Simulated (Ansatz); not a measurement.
A self-consistent single point of Ba2NiMoO6 (Fm-3m, 20 atoms in the cell) with Ansatz (a program for electronic structure).

Method of the run: LDA (PW92), default PAW files made with PBE (plane waves; Ansatz).

```
CELL_PARAMETERS angstrom
      2.89364     1.67064     9.45058
     -2.89364     1.67064     9.45058
      0.00000    -3.34129     9.45058
ATOMIC_POSITIONS crystal
  Ba 0.12499 0.12499 0.12499
  Ba 0.87501 0.87501 0.87501
  Ba 0.62499 0.62499 0.62499
  Ba 0.37501 0.37501 0.37501
  Ni 0.00000 0.00000 0.00000
  Ni 0.50000 0.50000 0.50000
  Mo 0.75000 0.75000 0.75000
  Mo 0.25000 0.25000 0.25000
  O  0.63024 0.63024 0.10924
  O  0.36976 0.36976 0.89076
  O  0.10924 0.63024 0.63024
  O  0.89076 0.36976 0.36976
  O  0.63024 0.10924 0.63024
  O  0.36976 0.89076 0.36976
  O  0.13024 0.13024 0.60924
  O  0.86975 0.86975 0.39076
  O  0.60924 0.13024 0.13024
  O  0.39076 0.86975 0.86975
  O  0.13024 0.60924 0.13024
  O  0.86975 0.39076 0.86975
```
Moments meant for the start (each program seeds them in its own way; μB, in the order of the atoms Ba Ba Ba Ba Ni Ni Mo Mo O O O O O O O O O O O O): 0.0 0.0 0.0 0.0 2.0 2.0 0.0 0.0 0.0 0.0 0.0 0.0 0.0 0.0 0.0 0.0 0.0 0.0 0.0 0.0.

Reference input (self-consistent single point, DFT, LDA (PW92), plane waves, default PAW files made with PBE): kpoints.mp_grid.grid = 3 3 3; hamiltonian.xc = lda; hamiltonian.pseudopotentials = {kind: paw} (the program's default PAW files); magnetization.spin_polarized = true; scf.occupations.method = gaussian; scf.occupations.width = 0.05 eV. This run's input differs from it in these lines:

Ansatz 0.2 input:
```diff
@@ -26,2 +26,4 @@
     - { symbol: O, position: [0.869755, 0.390760, 0.869755] }
+basis:
+  ecutrho_ratio: 2
 kpoints:
```

The program printed (abridged):

```
SCF iter   1: F=—  HF=-51043.547965 eV  |F-HF|=—  |Δ(HF+E_count)|=         —  Δρ=8.71e-2 (↑5.18e-2 ↓8.71e-2)  dr2=8.34e1  dr2_m=1.82e0  M=3.660 μB ∫|m|=3.965 μB  β_m=0.30  ethr=3.10e-3  ⟨swp⟩=9.1  Hψ=6274  notcnv=0  defer=12
Mixer restart at iter 1: flushing history
all-band conjugate gradients solve this SCF's bands
preconditioner: auto → Kerker (q_TF=auto, 2.534 Å⁻¹)
   [... lines left out ...]
SCF iter  12: F=—  HF=-51028.557576 eV  |F-HF|=—  |Δ(HF+E_count)|=  7.71e-10  Δρ=8.41e-7 (↑6.93e-7 ↓8.41e-7)  dr2=3.47e-9  dr2_m=4.25e-10  M=4.000 μB ∫|m|=4.581 μB  β_m=0.99  ethr=2.87e-10  ⟨swp⟩=2.2  Hψ=2377  notcnv=0  defer=195
SCF iter  13: F=-51028.557576 eV  HF=-51028.557576 eV  |F-HF|=2.04e-10  |Δ(HF+E_count)|=  2.62e-10  Δρ=2.25e-7 (↑1.20e-7 ↓2.25e-7)  dr2=2.37e-10  dr2_m=9.77e-12  M=4.000 μB ∫|m|=4.581 μB  ethr=1.97e-12  ⟨swp⟩=16.9  Hψ=8290  notcnv=0
SCF 1 converged in 13 iterations: F = -51028.557576 eV  dr2 = 2.37e-10
WARN: an SCF from antiferromagnetic starting moments (0.00, 0.00, 0.00, 0.00, -2.00, 2.00, 0.00, 0.00, 0.00, 0.00, 0.00, 0.00, 0.00, 0.00, 0.00, 0.00, 0.00, …
Magnetization: 4.0000 μB (90.0000 up, 86.0000 down)
   [... lines left out ...]
Absolute magnetization: 4.5832 μB (∫|ρ↑−ρ↓|, with the PAW one-centre terms)
Free energy (F): -51028.557576 eV
Fermi energy:    10.409074 eV
   [... lines left out ...]
        0.000000       0.000000     -14.404570
  P = ⅓ Tr σ = -14.3887 GPa (-143.887 kbar)
  The stress holds the Pulay correction, which leaves out the density cutoff's part. Without it, at fixed plane waves, as pw.x and ABINIT print it …
settings of this run that can trade accuracy for cost: basis.ecutrho_ratio < 4. Do not mix this run's numbers with those of runs without the same settings …
```

The run converged in 13 iterations. Against the reference run the free energy goes down by 3.2 meV/atom, the pressure goes from -14.87 to -14.39 GPa, the largest force hardly changes (0.427 to 0.424 eV/Å), the gap on the mesh hardly changes (0.470 to 0.473 eV) and the size of the net moment stays at 0.20 μB/atom. The full log also holds: “WARN basis.ecutrho_ratio = 2 (ecutrho = 840 eV) is below the records' recommended cutoff”.

The starting cell comes from a database of computed structures (which also holds hypothetical and non-ambient phases and stackings), without a prior relaxation at this level. The magnetic order is the one reached from the typed start; others were not searched systematically. The program warned that, by what it read of turns of the moments, another magnetic order lies lower. Ansatz's pressure includes its estimate of the finite-basis (Pulay) stress. Without the estimate this run gives -15.10 GPa. The cutoff lies below the one recommended for these files.

Cost on one core of a shared machine: roughly 40 s.
